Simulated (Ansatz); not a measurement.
Base system: Ta in the bcc (W type) structure (space group Im-3m, No. 229; a = 3.282 Å; relaxed with 0.1 eV smearing). Axes: x, y, z lie along the cube axes.

Computed with Ansatz (a program for electronic structure), PBEsol, PAW, cutoff 420 eV, spin-orbit coupling left out.

The change: the cell is compressed by 2.00 % along z with no lateral relaxation, atoms relaxed at fixed cell.

Predict the stress tensor and what it implies for the stiffness.

Stress of the strained cell less that of the base (GPa, compression positive):
```
    3.6     0.0     0.0
    0.0     3.6     0.0
    0.0     0.0     6.0
```

Then −Δσ_ii/ε with ε = -0.0200 gives secant stiffness values (nonlinear terms included at this strain): C33 ≈ 300 GPa, C13 ≈ 178 GPa and C23 ≈ 178 GPa.

As a check, the harmonic strain energy −½ V₀ Δσ:ε is 6.6 meV/atom; the computed energy rise is 6.5 meV/atom.

Whether these cells are dynamically stable was not tested. All final runs are without spin polarisation.
